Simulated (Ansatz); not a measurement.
InPd2: pressure series

Start from InPd2 (space group Pnma, No. 62; a = 5.627 Å, b = 4.179 Å, c = 8.249 Å; a cell from a computed database, its experimental status unchecked).

Cell and atoms are relaxed at each pressure.

Level of theory: PBEsol/PAW in Ansatz (a first-principles code), without spin-orbit coupling.

| pressure (GPa) | volume per atom (Å³/atom) |
|---|---|
| -2 | 16.382 |
| -1 | 16.271 |
| 0 | 16.166 |
| 0.3 | 16.135 |
| 0.7 | 16.095 |
| 1.5 | ? |
| 3 | 15.873 |
| 5 | 15.695 |
| 10 | 15.298 |

Q: Fit the third-order Birch–Murnaghan form P(V) = (3B₀/2)[(V₀/V)^(7/3) − (V₀/V)^(5/3)]·[1 + (3/4)(B₀′ − 4)((V₀/V)^(2/3) − 1)] (squares taken in P) to the rows shown and predict the withheld row.

A: Least squares on the printed values gives V₀ = 16.166 Å³/atom, B₀ = 156 GPa, B₀′ = 5.4; this predicts 16.015 Å³/atom, and the run gives 16.016 Å³/atom, in agreement.

Load acts through the strain it causes; cell and atoms are relaxed under it. No phonon test of stability was made. No other phases were tried under pressure. All final runs are without spin polarisation.
